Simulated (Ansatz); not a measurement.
The parent structure is AlN in the wurtzite structure (space group P6_3mc, No. 186).

```yaml
crystal:
  lattice:
    - [3.13023, 0.00000, 0.00000]
    - [-1.56512, 2.71086, 0.00000]
    - [0.00000, 0.00000, 5.01801]
  atoms:
    - { symbol: Al, position: [0.33333, 0.66667, 0.00023] }
    - { symbol: Al, position: [0.66667, 0.33333, 0.50023] }
    - { symbol: N, position: [0.33333, 0.66667, 0.38177] }
    - { symbol: N, position: [0.66667, 0.33333, 0.88177] }
```

Level of theory: Kohn–Sham DFT with the PBE functional, run in Ansatz (a first-principles code) with PAW and 420 eV plane waves, no spin-orbit coupling.

Strains are applied to the cell and any free atomic positions relax.

One change was made to it. Results:

| quantity | base | after |
|---|---|---|
| mean gap deformation potential ΔEg/Δln V | – | -8.6 eV |
| pressure (mean of the normal stresses, compression positive) | 0.00 GPa | 3.62 GPa |
| valence-band top at Γ (three highest levels, from the VBM) | 0.00, -0.20, -0.20 eV | 0.00, -0.21, -0.21 eV |
| energy relative to the base (free energy F) | 0 meV/atom | +2.1 meV/atom |

Q: Which change produced these results?
A. isotropic strain −0.60 %
B. isotropic strain −1.80 %
C. isotropic strain −2.40 %

A: A, isotropic strain −0.60 %. For comparison, the valence-band top at Γ in the other runs: isotropic strain −1.80 % gives 0.00, -0.22, -0.22 eV; isotropic strain −2.40 % gives 0.00, -0.23, -0.23 eV.

Whether these cells are dynamically stable was not tested.
